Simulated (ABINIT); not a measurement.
Input and output of a self-consistent single point for a sheet of PtS2 (3 atoms in the cell) (ABINIT).

Method of the run: PBEsol, PAW (JTH v2.0 PBE PAW, files made for PBE) (plane waves; ABINIT).

```xyz
3
Lattice="3.3540 0.0000 0.0000 -1.6770 2.9047 0.0000 0.0000 0.0000 16.7926" Properties=species:S:1:pos:R:3 pbc="T T T"
Pt     0.0000     0.0000     8.3963
S      0.0000     1.9364     9.7926
S      1.6770     0.9682     7.0000
```

Reference input (self-consistent single point, DFT, PBE, plane waves, PAW (JTH v2.0 PBE PAW)): pseudos = [Pt.GGA_PBE-JTH.xml, S.GGA_PBE-JTH.xml]; ecut = 21 Ha; pawecutdg = 42 Ha; pawxcdev = 0; ixc = 11; occopt = 3; tsmear = 0.00367493 Ha; ngkpt = 11 11 1; nshiftk = 1; shiftk = 0 0 0; potentials = JTH v2.0 PBE PAW; nband = 16. This run's input differs from it in these lines:

```diff
@@ -20,3 +20,3 @@
 pawxcdev 0
-ixc 11
+ixc -116133
 occopt 3
```

Log, with long lists cut:

```
--- !BeginCycle
solver: {iscf: 17, nstep: 60, nline: 4, wfoptalg: 10, }
tolerances: {toldfe: 1.00E-09, }
...

     iter   Etot(hartree)      deltaE(h)  residm     nres2
 ETOT  1  -47.666094088928    -4.767E+01 5.803E-02 2.415E+01
 ETOT  2  -47.839932923402    -1.738E-01 4.529E-03 2.751E+01
 ETOT  3  -47.688185274904     1.517E-01 7.218E-03 2.778E+00
 ETOT  4  -47.709102476734    -2.092E-02 7.235E-04 5.834E-01
 ETOT  5  -47.709438535344    -3.361E-04 4.423E-04 1.794E-01
   [... 22 lines left out ...]
 ETOT 28  -47.709326913962    -2.256E-08 8.384E-07 6.456E-09
 ETOT 29  -47.709326932316    -1.835E-08 4.934E-07 1.570E-09
 ETOT 30  -47.709326932994    -6.781E-10 3.091E-07 3.815E-10
 ETOT 31  -47.709326933582    -5.876E-10 1.001E-07 1.631E-10
 At SCF step   31, etot is converged :
  for the second time, diff in etot=  5.876E-10 < toldfe=  1.000E-09

 Cartesian components of stress tensor (hartree/bohr^3)
  sigma(1 1)= -7.63562174E-05  sigma(3 2)=  0.00000000E+00
  sigma(2 2)= -7.63562173E-05  sigma(3 1)=  0.00000000E+00
  sigma(3 3)=  7.64177614E-05  sigma(2 1)=  2.88440402E-15

 ----iterations are completed or convergence reached----

 reduced coordinates (array xred) for    3 atoms
       0.000000000000      0.000000000000      0.500000002186
       0.333333333333      0.666666666667      0.583150002549
       0.666666666667      0.333333333333      0.416850001822
 cartesian forces (eV/Angstrom) at end:
    1     -0.00000000000000    -0.00000000000000    -0.00000000000000
    2      0.00000000000000    -0.00000000000000    -0.81100085892652
   [... lines left out ...]
 Fermi (or HOMO) energy (hartree) =  -0.04605   Average Vxc (hartree)=  -0.15572
   [... lines left out ...]
'-kT*entropy'       : -2.71266225370114E-05
total_energy        : -4.77093245773585E+01
total_energy_eV     : -1.29823674477583E+03
...

-Cartesian components of stress tensor (GPa)         [Pressure=  7.4822E-01 GPa]
- sigma(1 1)= -2.24647710E+00  sigma(3 2)=  0.00000000E+00
- sigma(2 2)= -2.24647709E+00  sigma(3 1)=  0.00000000E+00
- sigma(3 3)=  2.24828778E+00  sigma(2 1)=  8.48620819E-11

 Calculation completed.
```

The run converged in 31 iterations. Against the reference run the largest force goes from 0.390 to 0.811 eV/Å and the gap on the mesh goes from 1.396 to 1.341 eV.

The starting cell was generated: these elements placed on a structure prototype, without a prior relaxation; it need not be a known phase or ordering of this composition. Its lattice was rescaled in the plane by a random factor within 2.5 % of one. Spin-orbit coupling is off. The potentials were made for another functional than the one used.

Cost on one core of a shared machine: roughly 5 min.
